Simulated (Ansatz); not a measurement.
Start from CdSe in the zinc blende structure (space group F-43m, No. 216; a = 6.1332 Å). Axes: x, y, z lie along the cube axes.

All numbers come from Ansatz (a program for electronic structure), r2SCAN, PAW, cutoff 500 eV, no SOC.

The change: uniaxial strain ε_zz = −1.00 %, all other strain components held at zero; the atoms relax in the strained cell.

### Question
Predict the stress tensor and what it implies for the stiffness.

### Answer
Stress of the strained cell less that of the base (GPa, compression positive):
```
   0.47    0.00    0.00
   0.00    0.47    0.00
   0.00    0.00    0.64
```

Then −Δσ_ii/ε with ε = -0.0100 gives relaxed-ion elastic constants: C33 ≈ 64 GPa, C13 ≈ 47 GPa and C23 ≈ 47 GPa.

Whether these cells are dynamically stable was not tested.
